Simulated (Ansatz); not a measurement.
WRu (model structure, Fm-3m, No. 225, 2 atoms in the cell) was calculated with LDA (PAW; Ansatz, a quantum-chemistry and plane-wave program).

Numerical settings: plane-wave cutoff 520 eV, 20×20×20 k mesh, Fermi–Dirac smearing 0.05 eV, no spin polarisation, scalar-relativistic PAW data made under PBE.

Cell (relaxed at this level):

```
RuW
1.0
    0.00000     2.52131     2.52131
    2.52131     0.00000     2.52131
    2.52131     2.52131     0.00000
Ru W
1 1
Direct
  0.00000   0.00000   0.00000
  0.50000   0.50000   0.50000
```

Question: Give the computed bulk modulus.

Answer: 
bulk modulus: 268 GPa

Note: the run has no spin polarisation, so it can have missed a magnetic state; the bulk modulus is −V dP/dV from two relaxed cells at ±2 % in volume; the relaxation could raise the start's symmetry but not lower it, so the cell can be a saddle point.

Spin–orbit coupling is not included.

The computed numbers hold no vibrational or temperature effects.

Computing time: about 40 core-seconds (a rough figure).

A model structure was made by putting elements into a prototype or built by hand; it is no filed structure, need not be a known phase, and can be a saddle point held by its symmetry.
